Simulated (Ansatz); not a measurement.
**Effect of pressure −2 GPa on CoSi2**

Base system: CoSi2 (space group Fm-3m, No. 225; a = 5.360 Å; non-magnetic).

The change: a negative pressure, −2 GPa.

All numbers come from PBE/PAW in Ansatz (an electronic-structure program), no SOC, earlier PAW set. k-mesh 15×15×15 (Γ-centred); smearing 0.05 eV (Fermi–Dirac).

- Density: 4.91 g/cm³ (base 4.96 g/cm³)
- Lattice parameter a: 5.381 Å (base 5.360 Å)
- Shortest interatomic distance: 2.330 Å (base 2.321 Å)
- Enthalpy H = E + PV relative to the base's energy: -0.16 eV/atom
- Band gap: zero (base zero)

Cost of the whole job for the changed cell (relaxation, final SCF and bands): about 17 core-seconds (a rough figure).

Load acts through the strain it causes; cell and atoms are relaxed under it. No phonon test of stability was made. Starting moments died away, wholly or in part, for the base; another magnetic solution may exist. The final runs are not spin-polarised. An odd electron count without spin: CoSi2.
